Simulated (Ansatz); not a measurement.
BP (model structure, started from the CdTe type, P6₄22, No. 181, 6 atoms in the cell) was calculated with r²SCAN+rVV10 (PAW; Ansatz, a first-principles code).

Settings: plane-wave cutoff 560 eV, 12×12×4 k mesh (along the axes of the cell as run), Fermi–Dirac smearing 0.01 eV, scalar-relativistic PAW data made under PBE.

Cell (relaxed at this level):

```cif
data_B3P3
_chemical_formula_sum 'B3 P3'
_space_group_name_H-M_alt 'P6422'
_space_group_IT_number 181
_space_group_name_Hall 'P 64 2 (0 0 2)'
_cell_length_a 3.27275
_cell_length_b 3.27275
_cell_length_c 6.99623
_cell_angle_alpha 90.000
_cell_angle_beta 90.000
_cell_angle_gamma 120.000
loop_
_atom_site_label
_atom_site_type_symbol
_atom_site_symmetry_multiplicity
_atom_site_Wyckoff_symbol
_atom_site_fract_x
_atom_site_fract_y
_atom_site_fract_z
_atom_site_occupancy
B1 B 3 c 0.50000 0.00000 0.00000 1
P1 P 3 d 0.50000 0.00000 0.50000 1
```

**Question.** Estimate the band gap and smallest direct gap on the k points sampled that the calculation returns.

**Answer.** 
* **band gap**: 0.20 eV (indirect)
* **smallest direct gap on the k points sampled**: 2.67 eV

Note: the relaxation could raise the start's symmetry but not lower it, so the cell can be a saddle point.

Computed values are for the static lattice.

A model structure was made by putting elements into a prototype or built by hand; it is no filed structure, need not be a known phase, and can be a saddle point held by its symmetry.
